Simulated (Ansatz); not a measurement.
WO3 (P-42₁m, No. 113, 16 atoms in the cell; start mp-2235359; a measured phase of this formula has another space group), treated with PBEsol+SOC (Ansatz, a quantum-chemistry and plane-wave program, PAW).

Settings: plane-wave cutoff 520 eV, 4×4×8 k mesh (along the axes of the cell as run), Fermi–Dirac smearing 0.01 eV, PAW data made under PBE.

Cell (relaxed with PBEsol):

Space group P-42₁m (No. 113); a = 7.5717 Å, b = 7.5717 Å, c = 3.8786 Å, α = 90.00°, β = 90.00°, γ = 90.00°

```tsv
atom	site	symmetry	x	y	z
W	4e	..m	0.7321	0.2321	0.0549
O	4e	..m	0.2444	0.2556	0.4893
O	8f	1	0.2508	0.0056	0.0041
```

Task: Estimate the band gap that the calculation returns.

Result: 
band gap: 1.10 eV (on the SCF k mesh)

Note: cell and atoms aren't relaxed at this level (pressure -0.3 GPa).

Computed values are for the static lattice.

Cost on a shared machine: around 13 core-minutes (rough).

A start named mp-… is a Materials Project structure, which need not be a measured phase.
